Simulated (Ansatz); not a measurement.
## Several settings converged on Bi (R-3m, 2 atoms in the cell)

```
Bi
1.0
    4.14499    -2.26363     0.00000
    4.14499     2.26363     0.00000
    2.90880     0.00000     3.72073
Bi
2
Direct
  0.23824   0.23824   0.23824
  0.76600   0.76600   0.76600
```

Base method: PBEsol, default PAW files made with PBE (plane waves; Ansatz, a program for electronic structure).

Base settings: basis.ecutwfc = 420 eV; kpoints.mp_grid.grid = 9 9 9; hamiltonian.xc = pbesol; hamiltonian.pseudopotentials = {kind: paw} (the program's default PAW files); scf.occupations.method = gaussian; scf.occupations.width = 0.1 eV.

The count of work is k-points × plane waves × bands × iterations; it is no time. Core times come from one kind of shared machine, to one figure; runs under 30 s give none.

**The cutoff for other potential files**

Level: DFT, PBEsol, plane waves, harder PAW files (source: ansatz) made with PBE.

In this ladder: hamiltonian.pseudopotentials = {kind: paw, source: ansatz}.

The second cell is the first with its lattice scaled by 0.98.

The mesh stays at the base's, so the ladder's end is converged at best in this setting alone.

The first pressure column holds Ansatz's estimate of the finite-basis (Pulay) stress, which hides part of the cutoff error; the other is without it.

Only quantities that move along the ladder and can be compared are tabulated.

```csv
basis.ecutwfc,free energy less the last step's (meV/atom),energy of the compressed cell less the first (meV/atom),pressure (GPa),pressure without the Pulay estimate (GPa),largest difference of a force vector from the last step's (eV/Å),count of work / last
225 eV,31519.25,-64.56,-0.67,-718.64,0.703,0.11
275 eV,5652.91,15.98,-0.91,-169.71,0.089,0.14
350 eV,326.87,14.94,-0.51,-14.97,0.006,0.20
425 eV,9.23,14.29,-0.48,-1.15,0.000,0.28
500 eV,0.26,14.23,-0.48,-0.48,0.000,0.35
600 eV,0.21,14.23,-0.48,-0.48,0.000,0.46
750 eV,0.07,14.23,-0.48,-0.48,0.000,0.65
1000 eV,0.00,14.23,-0.48,-0.48,0.000,1.0
```

Coarsest basis.ecutwfc that holds the free energy within 2 meV/atom of the last step, with all finer ones: 500 eV, at 0.35 of the last step's count of work; the step before is off by 9.2 meV/atom.

Coarsest basis.ecutwfc that holds the energy of the compressed cell less the first within 0.2 meV/atom of the last step, with all finer ones: 425 eV, at 0.28 of the last step's count of work; the step before is off by 0.71 meV/atom.

Coarsest basis.ecutwfc that holds the pressure without the Pulay estimate within 0.1 GPa of the last step, with all finer ones: 500 eV, at 0.35 of the last step's count of work; the step before is off by 0.67 GPa.

The energy difference between the two cells stays within 1 meV/atom of the last step's from 350 eV on, the total only from 500 eV on: much of the error is common to both cells and cancels.

At the lowest cutoff the pressure without the Pulay estimate lies 718 GPa under the last step's, the usual sign of Pulay stress in an incomplete plane-wave basis.

**The relaxed cell against the cutoff**

On Bi (R-3m, 2 atoms in the cell): atoms on their sites.

In this ladder: relax = cell and atoms.

The mesh stays at the base's, so the ladder's end is converged at best in this setting alone.

Only quantities that move along the ladder and can be compared are tabulated.

```tsv
basis.ecutwfc	relaxed volume (Å³/atom)	relaxation steps	core time / last (rough)
250 eV	34.338	66	2
295 eV	34.500	14	0.6
355 eV	34.447	7	0.4
420 eV	34.435	6	0.4
505 eV	34.435	6	0.6
630 eV	34.434	6	0.7
840 eV	34.434	6	1
```

Coarsest basis.ecutwfc that holds the relaxed volume within 0.034 Å³/atom of the last step, with all finer ones: 355 eV, at about 0.4 of the last step's time; the step before is off by 0.066 Å³/atom.

At the lowest cutoff the cell relaxes to a volume 0.3 % smaller than at the highest. Ansatz relaxes on a stress corrected for the finite basis.

On the base run: the starting cell has typed, rounded lattice constants, without a prior relaxation at this level. Its lattice was rescaled by up to half a per cent. One atom was moved a little off its site on purpose.

Left out of this page: 1 run of the series failed or unconverged.

Keys are those of Ansatz 0.2.
